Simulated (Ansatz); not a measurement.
By PBEsol, the system below comes out a metal.

Crystal: MgB2 (P6/mmm, 3 atoms a cell, 9.5 Å³ an atom); planes in its conventional cell.

The numbers are results of PBEsol (plane waves, PAW; Ansatz, an electronic-structure program), not measurements.

G/A = (e²/h) × open channels of both spins per area, as a mean over 0.1 eV about the Fermi level, without spin-orbit coupling, for the cells as given.

```json
[
 {"plane": "(100)", "area (Å²)": "10.8", "G/A (10¹⁵ S/m²)": "0.85"},
 {"plane": "(001)", "area (Å²)": "8.1", "G/A (10¹⁵ S/m²)": "?"},
 {"plane": "(110)", "area (Å²)": "18.7", "G/A (10¹⁵ S/m²)": "?"}
]
```

Q: Some entries are withheld; supply them.

A: 
- (001), G/A (10¹⁵ S/m²): 0.71
- (110), G/A (10¹⁵ S/m²): 0.86
